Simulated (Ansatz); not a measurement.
MgS in the rock salt structure (space group Fm-3m, No. 225)

```cif
data_Mg4S4
_chemical_formula_sum 'S4 Mg4'
_space_group_name_H-M_alt 'Fm-3m'
_space_group_IT_number 225
_space_group_name_Hall '-F 4 2 3'
_cell_length_a 5.22962
_cell_length_b 5.22962
_cell_length_c 5.22962
_cell_angle_alpha 90.000
_cell_angle_beta 90.000
_cell_angle_gamma 90.000
loop_
_atom_site_label
_atom_site_type_symbol
_atom_site_symmetry_multiplicity
_atom_site_Wyckoff_symbol
_atom_site_fract_x
_atom_site_fract_y
_atom_site_fract_z
_atom_site_occupancy
S1 S 4 a 0.00000 0.00000 0.00000 1
Mg1 Mg 4 b 0.50000 0.50000 0.50000 1
```
(The calculation used a cell of 2 atoms; values per cell refer to that cell.)

The values are results of Kohn–Sham DFT with the PBE functional, run in Ansatz (a quantum-chemistry and plane-wave program) with PAW and 420 eV plane waves, spin-orbit coupling left out, earlier PAW set, not measurements. Γ-centred 11×11×11 mesh, Fermi–Dirac width 0.05 eV.

| Property | Result |
|---|---|
| Volume per atom | 17.88 Å³ |
| Density | 2.62 g/cm³ |
| Band gap | 2.76 eV, indirect, Γ → X |
| Electron mass | 0.52 mₑ along k, 0.29 mₑ across |
| Hole mass (degenerate bands, along [100]) | 0.25, 0.97, 0.97 mₑ |
| Lowest conduction-band minima above the VBM | X along ⟨100⟩ 2.76 eV; Γ 3.60 eV |
| Total energy | -1414.374 eV/atom (σ→0; compares only within this code and set-up) |

Effective masses come from finite differences of ±0.01 Å⁻¹. Along k means along the line from Γ to the band edge. No phonon test of stability was made.
